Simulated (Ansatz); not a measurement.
Abridged Ansatz (a quantum-chemistry and plane-wave program) output:

```
Pseudopotential: Sn, paw, valence charge 14
Pseudopotential: O, paw, valence charge 6
Crystal: 4 atoms, lattice volume = 64.811 Å³
Basis set: ecut = 420 eV, 1239 PW (Γ), exchange–correlation on 54×54×64 points (8 copies of the dense FFT grid, shifted against one another)
Bands: 24, of which v1, the nominal top of the filled ones, is band 20 counted from 1 (19 counted from 0)
Symmetry: 16 space group operations
k-points: 168 of 1440
Functional: x = pbesol(κ = 0.804, μ = 0.12345679012345678), c = pbesol(β = 0.046)
SCF iter   1: F=—  HF=-13022.358693 eV  |F-HF|=—  |Δ(HF+E_count)|=         —  Δρ=1.52e-2  dr2=1.24e-1  ethr=1.77e-3  ⟨swp⟩=6.1  Hψ=18583  notcnv=0
SCF iter   2: F=—  HF=-13022.329019 eV  |F-HF|=—  |Δ(HF+E_count)|=   2.97e-2  Δρ=2.69e-3  dr2=2.56e-3  ethr=3.10e-4  ⟨swp⟩=2.0  Hψ=7052  notcnv=0
SCF 1 converged in 10 iterations: F = -13022.328615 eV  dr2 = 6.91e-11
SCF converged after 10 iterations
Free energy (F): -13022.328615 eV
Internal energy: -13022.325152 eV  (E = F + TS)
E sigma→0 (E₀):  -13022.326884 eV
Entropy (-TS):   -0.003463 eV (-0.866 meV/atom)
Fermi energy:    11.015119 eV
  E_disp       = -0.934747  (pairwise vdW)
--- Forces (eV/Å), atoms counted from 1 ---
  atom   1  Sn     0.00000000     0.00000000     0.00000728
  atom   2  Sn     0.00000000     0.00000000    -0.00000728
  atom   3  O      0.00000000     0.00000000     0.00000000
  atom   4  O      0.00000000     0.00000000    -0.00000000
--- Stress (GPa, compression-positive) ---
       -0.000079       0.000000       0.000000
        0.000000      -0.000079       0.000000
        0.000000       0.000000      -0.000995
  P = ⅓ Tr σ = -0.0004 GPa (-0.004 kbar)
```

Task: What was computed, and what are the main results?

Result: SnO, 4 atoms in the cell, with PBEsol-D3(BJ) in Ansatz (plane waves to 420 eV, PAW, no spin-orbit coupling). The last SCF converged to F = -13022.328615 eV, or -3255.5822 eV per atom, at a pressure of 0.00 GPa. The total energy compares only with runs of the same code, potentials and settings.

Whether these cells are dynamically stable was not tested. The final runs are not spin-polarised. The cell is SnO in the litharge type structure (space group P4/nmm, No. 129; layered, stacked along the Cartesian z axis).
